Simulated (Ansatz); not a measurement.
Consider MgTe in the zinc blende structure (space group F-43m, No. 216; a = 6.438 Å). Axes: x, y, z lie along the cube axes.

Method: DFT with PBEsol, PAW potentials and a 420 eV plane-wave cutoff in Ansatz (a quantum-chemistry and plane-wave program), scalar-relativistic without spin-orbit coupling, earlier PAW set.

Strains are applied to the cell and any free atomic positions relax; under biaxial strain the out-of-plane vector relaxes too.

One change was made to it. Results:

```tsv
quantity	base	after
band gap	2.35 eV	1.67 eV
gap character	direct at Γ	direct at Γ
energy relative to the base (free energy F)	0 meV/atom	+95 meV/atom
```

Problem. Name the change that was made.
A. isotropic strain +5.79 %
B. tensor shear ε_xy = +2.02 %
C. biaxial strain +0.31 %, plane normal [001], relaxed out of plane
D. biaxial strain −0.80 %, plane normal [110], relaxed out of plane
E. tensor shear ε_yz = +0.55 %

Solution. A, isotropic strain +5.79 %. For comparison, the band gap in the other runs: biaxial strain +0.31 %, plane normal [001], relaxed out of plane gives 2.33 eV; tensor shear ε_xy = +2.02 % gives 2.20 eV; biaxial strain −0.80 %, plane normal [110], relaxed out of plane gives 2.34 eV; tensor shear ε_yz = +0.55 % gives 2.31 eV.

With Te present, leaving out spin-orbit coupling can change the band edges. Stability against distortions was not tested. k-point labels follow each cell's own Brillouin zone.
